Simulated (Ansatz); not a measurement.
## WC (space group P-6m2, No. 187)

```yaml
crystal:
  lattice:
    - [2.91216, 0.00000, 0.00000]
    - [-1.45608, 2.52201, 0.00000]
    - [0.00000, 0.00000, 2.83623]
  atoms:
    - { symbol: W, position: [0.00000, 0.00000, 0.00000] }
    - { symbol: C, position: [0.66667, 0.33333, 0.50000] }
```

All numbers come from Kohn–Sham DFT with the r2SCAN functional, run in Ansatz (an electronic-structure program) with PAW and 500 eV plane waves, no spin-orbit coupling. k-mesh 18×18×16 (Γ-centred); smearing 0.05 eV (Fermi–Dirac).

- Volume per atom = 10.42 Å³
- Density = 15.61 g/cm³
- Band gap = zero
- Total energy = -5324.661 eV/atom (σ→0; compares only within this code and set-up)

Stability against distortions was not tested. All final runs are without spin polarisation.
